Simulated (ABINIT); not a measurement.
Input and output of a relaxation of cell and atoms for AlRu (Pm-3m, 2 atoms in the cell) (ABINIT).

Method of the run: PBE, PAW (JTH v2.0 PBE PAW) (plane waves; ABINIT).

Input:

```
# AlRu, JTH v2.0 PBE PAW
pp_dirpath "./"
pseudos "Al.GGA_PBE-JTH.xml, Ru.GGA_PBE-JTH.xml"
acell 3*1.0
rprim
         5.6361081667    0.0000000000    0.0000000000
         0.0000000000    5.6361081667    0.0000000000
         0.0000000000    0.0000000000    5.6361081667
natom 2
ntypat 2
znucl 13 44
typat 1 2
xcart
         0.0000000000    0.0000000000    0.0000000000
         2.8180540833    2.8180540833    2.8180540833
ecut 571 eV
pawecutdg 1143 eV
pawxcdev 0
ixc 11
occopt 7
tsmear 0.00183747
nband 15
kptopt 1
ngkpt 11 11 11
nshiftk 1
shiftk 0 0 0
nstep 80
tolvrs 1.0e-11
ionmov 22
ntime 40
tolmxf 1.0e-04
optcell 2
dilatmx 1.08
ecutsm 0.5
prtwf 0
prtden 0
enunit 1
```

Output, abridged:

```
--- !BeginCycle
solver: {iscf: 17, nstep: 80, nline: 4, wfoptalg: 10, }
tolerances: {tolvrs: 1.00E-11, }
...

     iter   Etot(hartree)      deltaE(h)  residm     nres2
 ETOT  1  -97.067657475506    -9.707E+01 1.854E+00 9.373E+00
 ETOT  2  -97.856066743212    -7.884E-01 1.478E-01 3.328E+00
 ETOT  3  -97.845609709188     1.046E-02 3.090E-02 5.611E-01
 ETOT  4  -97.844892192338     7.175E-04 1.276E-02 9.755E-02
 ETOT  5  -97.844516525459     3.757E-04 5.652E-03 1.885E-03
   [... 2 lines left out ...]
 ETOT  8  -97.844513623360     4.448E-08 1.071E-03 1.396E-07
 ETOT  9  -97.844513624835    -1.475E-09 1.044E-03 5.517E-09
 ETOT 10  -97.844513624807     2.831E-11 8.972E-04 5.406E-10
 ETOT 11  -97.844513624807    -6.679E-13 5.501E-04 3.091E-12
 At SCF step   11       nres2   =  3.09E-12 < tolvrs=  1.00E-11 =>converged.

 Cartesian components of stress tensor (hartree/bohr^3)
  sigma(1 1)= -1.61668847E-04  sigma(3 2)=  0.00000000E+00
  sigma(2 2)= -1.61668847E-04  sigma(3 1)=  0.00000000E+00
  sigma(3 3)= -1.61668847E-04  sigma(2 1)=  0.00000000E+00

 ----iterations are completed or convergence reached----

 reduced coordinates (array xred) for    2 atoms
       0.000000000000      0.000000000000      0.000000000000
       0.500000000000      0.500000000000      0.500000000000
 cartesian forces (eV/Angstrom) at end:
    1     -0.00000000000000    -0.00000000000000    -0.00000000000000
    2     -0.00000000000000    -0.00000000000000    -0.00000000000000
 frms,max,avg= 0.0000000E+00 0.0000000E+00   0.000E+00  0.000E+00  0.000E+00 e/A
   [... lines left out ...]
 Fermi (or HOMO) energy (eV) =  11.83066   Average Vxc (eV)= -11.88365
   [... lines left out ...]
'-kT*entropy'       : -1.10197414272743E-04
total_energy        : -9.78448321734608E+01
total_energy_eV     : -2.66249328698932E+03
...

-Cartesian components of stress tensor (GPa)         [Pressure=  2.3023E-04 GPa]
- sigma(1 1)= -2.30231502E-04  sigma(3 2)=  0.00000000E+00
- sigma(2 2)= -2.30231502E-04  sigma(3 1)=  0.00000000E+00
- sigma(3 3)= -2.30231501E-04  sigma(2 1)=  0.00000000E+00

 Calculation completed.
```

The run converged. 

Summary of the result:
* **Free energy E − TS**: -2662.49 eV
* **Fermi level (on the code's own zero)**: 11.83 eV
* **Pressure**: 0.00 GPa
* **Final cell**: a = 3.0047 Å, b = 3.0047 Å, c = 3.0047 Å, α = 90.00°, β = 90.00°, γ = 90.00°
* **Final volume per atom**: 13.56 Å³
* **Relaxation steps**: 4

The starting cell comes from a database of computed structures (which also holds hypothetical and non-ambient phases and stackings), without a prior relaxation at this level. Spin polarisation is off. The relaxation keeps the symmetry of its start, so its end need not be a minimum.

Cost on one core of a shared machine: roughly 2 min.
